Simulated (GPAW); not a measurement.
Input and output of a self-consistent single point for CsLuS2 (P1, 8 atoms in the cell) (GPAW).

Level of theory: LDA (Perdew-Wang 92), GPAW PAW datasets LDA (gpaw-data 1.0.1) (plane waves; GPAW).

The change in words: atoms moved at random. Reference geometry:
```xyz
8
Lattice="3.9892 0.0000 0.0000 -1.9946 3.4548 0.0000 0.0000 0.0000 16.0566" Properties=species:S:1:pos:R:3 pbc="T T T"
Cs     0.0000     2.3032     4.0141
Cs     1.9946     1.1516    12.0424
Lu     0.0000     0.0000     8.0283
Lu     0.0000     0.0000     0.0000
S      0.0000     2.3032    14.6256
S      1.9946     1.1516     1.4310
S      1.9946     1.1516     6.5973
S      0.0000     2.3032     9.4593
```

Reference input (self-consistent single point, DFT LDA (Perdew-Wang 92), plane waves, GPAW PAW datasets LDA (gpaw-data 1.0.1)): mode = pw; ecut = 800 eV; xc = LDA; kpts = 5 5 1; mesh shift (steps) = 0 0 0; occupations.name = fermi-dirac; occupations.width = 0 eV; nbands = -8; convergence.forces = 0.001 eV/Å; convergence.bands = -6; symmetry.symmorphic = false; symmetry.tolerance = 0.0005. This run's input differs from it in these lines:

```diff
@@ -8,10 +8,10 @@
                     [0.000000, 0.000000, 16.056580]],
-              positions=[[-0.000002, 2.303172, 4.014145],
-                         [1.994607, 1.151585, 12.042435],
-                         [0.000000, 0.000000, 8.028290],
-                         [0.000000, 0.000000, 0.000000],
-                         [-0.000002, 2.303172, 14.625618],
-                         [1.994607, 1.151585, 1.430962],
-                         [1.994607, 1.151585, 6.597328],
-                         [-0.000002, 2.303172, 9.459252]],
+              positions=[[-0.060937, 2.348844, 4.028082],
+                         [1.989700, 1.178670, 12.009599],
+                         [0.001985, -0.035650, 8.097076],
+                         [0.004139, -0.052765, -0.061368],
+                         [-0.012943, 2.355388, 14.636086],
+                         [1.977779, 1.154697, 1.400407],
+                         [2.004424, 1.127139, 6.653815],
+                         [0.079663, 2.287951, 9.434365]],
               pbc=True)
```

Output (repeated stretches shortened):

```
     iter     time        total  log10-change:
                         energy   eigst   dens  force
iter:   1 --:--:--   -47.368243   +0.02
iter:   2 --:--:--   -46.839222   -0.69  -1.23
iter:   3 --:--:--   -44.979055   -0.97  -1.27
iter:   4 --:--:--   -44.933900   -1.62  -1.57
iter:   5 --:--:--   -45.182520   -1.15  -1.64
iter:   6 --:--:--   -44.929876   -1.55  -1.86
iter:   7 --:--:--   -44.879699   -1.80  -2.10
iter:   8 --:--:--   -44.868045   -2.88  -2.35
iter:   9 --:--:--   -44.866681c  -2.94  -2.55
iter:  10 --:--:--   -44.862783c  -3.27  -2.73
iter:  11 --:--:--   -44.862325c  -4.29  -2.97
   [... lines left out ...]
iter:  14 --:--:--   -44.861668c  -5.03  -3.33
iter:  15 --:--:--   -44.861536c  -4.74  -3.38
iter:  16 --:--:--   -44.861552c  -4.92  -3.56
iter:  17 --:--:--   -44.861552c  -5.48  -3.78
iter:  18 --:--:--   -44.861501c  -5.32  -3.82
iter:  19 --:--:--   -44.861502c  -6.55  -4.25c
iter:  20 --:--:--   -44.861500c  -7.13  -4.28c
iter:  21 --:--:--   -44.861500c  -7.71c -4.33c
iter:  22 --:--:--   -44.861500c  -6.53  -4.35c
iter:  23 --:--:--   -44.861500c  -7.28  -4.67c
iter:  24 --:--:--   -44.861499c  -8.02c -4.87c -2.18
iter:  25 --:--:--   -44.861499c  -8.35c -5.11c -2.89
iter:  26 --:--:--   -44.861499c  -8.68c -5.18c -3.16c
Converged after 26 iterations.

Dipole moment: (-0.367157, 3.109141, 8.895094) |e|*Ang

Energy contributions relative to reference atoms: (reference = -1258661.184454)

Kinetic:        +33.574293
Potential:      -33.402765
External:        +0.000000
XC:             -45.094233
Entropy (-ST):   +0.000000
Local:           +0.061206
SIC:             +0.000000
--------------------------
Free energy:    -44.861499
Extrapolated:   -44.861499

Showing only first 2 kpts
 Kpt  Band  Eigenvalues  Occupancy
  0    44      5.45125    2.00000
  0    45      5.46232    2.00000
  0    46      7.79599    0.00000
  0    47      8.22455    0.00000

  1    44      5.07541    2.00000
  1    45      5.19171    2.00000
  1    46      8.07272    0.00000
  1    47      8.56154    0.00000

Fermi level: 6.41293

Gap: 1.901 eV
Transition (v -> c):
   [... lines left out ...]
Direct gap: 2.334 eV
   [... lines left out ...]
  2 Lu    0.23362    0.10316   -0.71561
  3 Lu   -0.08520    0.31790    0.63412
  4 S     0.05583   -0.29617   -0.44844
  5 S     0.01196   -0.00913   -0.11327
  6 S     0.05992    0.02569    0.03854
  7 S    -0.36872   -0.07009    0.53362

Stress tensor:
     0.014854    -0.000895     0.002197
    -0.000895     0.016582    -0.000776
     0.002197    -0.000776     0.019634
Stress (GPa, Voigt): [ 2.3798  2.6568  3.1457 -0.1243  0.352  -0.1435]
```

The run converged in 26 iterations. GPAW prints stress with tension positive. Against the reference run the free energy goes up by 10.1 meV/atom, the pressure goes from -3.32 to -2.73 GPa, the largest force goes from 0.068 to 0.760 eV/Å and the gap on the mesh goes from 1.995 to 1.901 eV.

The starting cell comes from a database of computed structures (which also holds hypothetical and non-ambient phases and stackings), without a prior relaxation at this level. For this run, on top of that: atoms moved at random. Spin-orbit coupling is off.

Cost on one core of a shared machine: roughly 5 min.
